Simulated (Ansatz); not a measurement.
The starting structures come from a database of crystals and need not be the phases stable at ambient conditions.

 Where the default PAW files enter, the runs use the earlier of Ansatz's two default sets.

Consider the following.

```xyz
14
Lattice="4.7243 0.0000 0.0000 0.0000 5.3924 0.0000 2.3621 -1.4215 5.8555" Properties=species:S:1:pos:R:3 pbc="T T T"
V      3.4972     3.0434     4.1823
V      3.5892     0.9276     1.6733
V      1.1351     3.6238     1.6733
V      5.9514     0.3472     4.1823
O      5.0085     1.6820     4.5678
O      2.0779     2.2890     1.2877
O      2.6464     4.9852     1.2877
O      4.4400    -1.0142     4.5678
O      5.0558     0.1312     2.3825
O      2.0306     3.8398     3.4730
O      2.6937     1.1436     3.4730
O      4.3927     2.8274     2.3825
O      0.5422     4.0443     0.0000
O      4.1821     1.3481     0.0000
```

Space group of this cell: C2/c. The cell is taken as given; by r2SCAN its mean pressure is -12.5 GPa.

Calculation: r2SCAN (plane waves, PAW; Ansatz, a quantum-chemistry and plane-wave program).

The current runs along the normal of the first two printed vectors; no spin-orbit coupling. Scaled by the factor s: both lengths across the current (ions clamped). The meshes follow the cell: 8×6×8 and 8×6 across at s = 0.98, 8×6×8 and 6×6 across at s = 1.00, 8×6×8 and 6×6 across at s = 1.02.

| s | mean pressure (GPa) | band gap (eV) |
|---|---|---|
| 0.98 | -3.6 | ? |
| 1.00 | -12.5 | 1.42 |
| 1.02 | -19.6 | 1.33 |

### Question
Take the slope of the band gap against ln s from the two given rows, extrapolate to s = 0.98, and say what the run there gives.

### Answer
Slope = (1.33 − 1.42) / ln 1.02 = -4.54 eV. The line gives 1.42 + (-4.54) × ln 0.98 = 1.51 eV. The run gives 1.51 eV, as the line does.
